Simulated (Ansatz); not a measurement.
The parent structure is TiC in the rock salt structure (space group Fm-3m, No. 225; a = 4.333 Å; relaxed with 0.1 eV smearing). Axes: x, y, z lie along the cube axes.

All numbers come from PBE (Ansatz, a quantum-chemistry and plane-wave program, PAW, scalar-relativistic without spin-orbit coupling).

One thing is altered: the cell is scaled by 1.0100 in all directions, atoms relaxed at fixed cell.

Question: Predict the stress tensor and what it implies for the stiffness.

Answer: Stress of the strained cell less that of the base (GPa, compression positive):
```
   -7.0     0.0     0.0
    0.0    -7.0     0.0
    0.0     0.0    -7.0
```

Then B = −ΔP/(ΔV/V₀) with ΔV/V₀ = 0.0303 gives secant stiffness values (nonlinear terms included at this strain): B ≈ 232 GPa.

As a check, the harmonic strain energy −½ V₀ Δσ:ε is 6.7 meV/atom; the computed energy rise is 6.9 meV/atom.

Whether these cells are dynamically stable was not tested. The final runs are not spin-polarised.
